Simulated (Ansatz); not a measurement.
MgS (model structure, started from the HgTe type, Fm-3m, No. 225, 6 atoms in the cell) was calculated with PBE0 (plane waves, PAW; Ansatz, an electronic-structure program).

Run with plane-wave cutoff 460 eV, 9×9×4 k mesh (along the axes of the cell as run), Fermi–Dirac smearing 0.01 eV, scalar-relativistic PAW data made under PBE.

The cell is the one relaxed with PBEsol. Conventional cell: a = 5.1820 Å, b = 5.1820 Å, c = 5.1820 Å, α = 90.00°, β = 90.00°, γ = 90.00°.

```yaml
crystal:
  lattice:
    - [3.66421, 0.00000, 0.00000]
    - [-1.83210, 3.17329, 0.00000]
    - [0.00000, 0.00000, 8.97554]
  atoms:
    - { symbol: Mg, position: [0.33332, 0.33332, 0.00000] }
    - { symbol: Mg, position: [0.66668, 0.00000, 0.33333] }
    - { symbol: Mg, position: [0.00000, 0.66668, 0.66667] }
    - { symbol: S, position: [0.33335, 0.33335, 0.50000] }
    - { symbol: S, position: [0.66665, 0.00000, 0.83333] }
    - { symbol: S, position: [0.00000, 0.66665, 0.16667] }
```

**Question.** List the 15 lowest band energies at Γ above −25 eV (eV, relative to the valence band maximum), grouping those that round alike.

**Answer.** At Γ: -14.10, -13.08 (×2), -4.27 (×2), -0.52 (×4), 0.00 (×3), 5.62, 6.57 (×2).

Note: the run warned that its exchange threshold was loose for the stress; cell and atoms aren't relaxed at this level (pressure 0.6 GPa).

A model structure was made by putting elements into a prototype or built by hand; here it ended with the formula and space group of a phase in our tables.
